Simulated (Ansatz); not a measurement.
System: TiO2 (Pbca, No. 61). Method: LDA (Ansatz, an electronic-structure program, PAW).

Run with plane-wave cutoff 520 eV, 8×4×6 k mesh (along the axes of the cell as run), no spin polarisation, scalar-relativistic PAW data made under PBE.

Computed at the level's own relaxed cell.

Elastic tensor (GPa, Voigt notation, ions relaxed):

```
  318.7   188.2   165.9     0.0     0.0     0.0
  188.2   319.9   186.5     0.0     0.0     0.0
  165.9   186.5   345.5     0.0     0.0     0.0
    0.0     0.0     0.0    98.3     0.0     0.0
    0.0     0.0     0.0     0.0   111.4     0.0
    0.0     0.0     0.0     0.0     0.0   105.8
```

**Question.** Work out the Voigt, Reuss and Hill averages of the bulk and shear moduli, Young's modulus and Poisson's ratio from the printed constants.

**Answer.** K_V = [C11 + C22 + C33 + 2(C12 + C13 + C23)]/9 = [984.1 + 2 × 540.6]/9 = 229.5 GPa. G_V = [984.1 − 540.6 + 3 × 315.5]/15 = 92.7 GPa. From the compliances S = C⁻¹, K_R = 229.2 and G_R = 89.0 GPa. Hill means: K = 229.3, G = 90.8 GPa. E = 9KG/(3K + G) = 241 GPa, ν = (3K − 2G)/(6K + 2G) = 0.33, K/G = 2.53.

Note: the relaxation could not lower the start's symmetry, so the cell can be a saddle point above a distorted one.

Static lattice: no zero-point or thermal effects.
